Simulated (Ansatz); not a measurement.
Base system: PtTe₂ (space group P-3m1, No. 164; a = 4.052 Å, c = 5.096 Å; layered).

Perturbation: a free-standing slab of 1 layer (3 atoms, 3 a layer) is cut normal to the stacking axis, with 15 Å of vacuum and the in-plane cell relaxed.

Calculations: PBE-D3(BJ), PAW, 420 eV (Ansatz, an electronic-structure program; no spin-orbit coupling).

### Question
Give the band edges at the high-symmetry points of the new zone, measured from its valence-band maximum.

### Answer
```
point  valence edge (eV)  conduction edge (eV)
-----  -----------------  --------------------
Γ                   0.00                  2.35
M                  -1.78                  1.63
K                  -1.73                  0.99
```

The gap is 0.66 eV, indirect, Γ → K–Γ (29 % along).

Spin-orbit coupling, missing from the scalar runs, can matter with Pt and Te. Whether these cells are dynamically stable was not tested. All final runs are without spin polarisation.
